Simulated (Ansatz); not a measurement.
Au: pressure series

Take Au in the fcc (Cu type) structure (space group Fm-3m, No. 225) as the base.

Au is modelled in the cubic space group Fm-3m (No. 225), the fcc (Cu type) structure, Pearson symbol cF4. Conventional cell: a = 4.083 Å, b = 4.083 Å, c = 4.083 Å, α = 90.00°, β = 90.00°, γ = 90.00°. Au on 4a is coordinated by 12 Au at 2.887 Å (cuboctahedral). (Neighbours: up to the widest gap in distance over summed covalent radii, below 1.35, at either atom.)
(The calculation used a cell of 1 atom; values per cell refer to that cell.)

Cell and atoms are relaxed at each pressure.

Computed with Ansatz (a first-principles code) PBEsol, no spin-orbit coupling.

Notes on the quantities. enthalpy: H = E + PV relative to the base's energy.

```csv
variant,lattice parameter a,enthalpy
base,4.083 Å,–
pressure −2 GPa,4.100 Å,-0.21 eV/atom
pressure −1 GPa,4.091 Å,-0.11 eV/atom
pressure 1.8 GPa,4.070 Å,+0.19 eV/atom
pressure 4.2 GPa,4.053 Å,+0.44 eV/atom
pressure 9 GPa,4.022 Å,+0.93 eV/atom
pressure 18 GPa,?,+1.83 eV/atom
pressure 30 GPa,3.921 Å,+2.98 eV/atom
pressure 45 GPa,3.868 Å,+4.36 eV/atom
pressure 60 GPa,3.824 Å,+5.69 eV/atom
```

**Question.** Complete the table.

**Answer.** 
- pressure 18 GPa, lattice parameter a: 3.973 Å

Load acts through the strain it causes; cell and atoms are relaxed under it. No phonon test of stability was made. Competing high-pressure phases were not computed.
